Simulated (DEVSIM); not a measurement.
Device: isotype n-n heterojunction Si/Ge, at 300 K.

Layer 1 from the left is Si, thickness (μm) 0.830, Nd (cm⁻³) 8.3e15, τn (s) 1e-5, τp (s) 1e-5. Layer 2 from the left is Ge, thickness (μm) 0.720, Nd (cm⁻³) 2.2e15, τn (s) 1e-5, τp (s) 1e-5.

Left contact: ohmic. Right contact: ohmic. Voltage is applied to the left contact. Recombination: SRH at mid-gap. Mobility is μmin + (μ − μmin)/(1 + (N/Nref)^α).

This is a model device: material constants are rounded textbook-type values typed into the input, and sizes, dopings and lifetimes were drawn at random. Values at 300 K.

Si: gap (eV) 1.124, affinity (eV) 4.05, permittivity 11.7, Nc (cm⁻³) 2.86e19, Nv (cm⁻³) 3.1e19, μn (cm²/Vs) 1417, μp (cm²/Vs) 470, μn,min 52, μp,min 45, Nref,n 9.7e16, Nref,p 2.2e17, αn 0.68, αp 0.72. Ge: gap (eV) 0.664, affinity (eV) 4, permittivity 16, Nc (cm⁻³) 1.04e19, Nv (cm⁻³) 6e18, μn (cm²/Vs) 3900, μp (cm²/Vs) 1900, μn,min 150, μp,min 100, Nref,n 2.6e17, Nref,p 4e17, αn 0.56, αp 0.6.

DEVSIM, 1D drift-diffusion, Boltzmann statistics, complete ionisation; no tunnelling, impact ionisation, image-force lowering or self-heating. Band offsets follow the typed affinities; no thermionic-emission limit at abrupt steps, no polarisation charge.

Question: What does the simulation give for the potential step across the device at zero bias?

Answer: potential step across the device at zero bias 0.042 V.
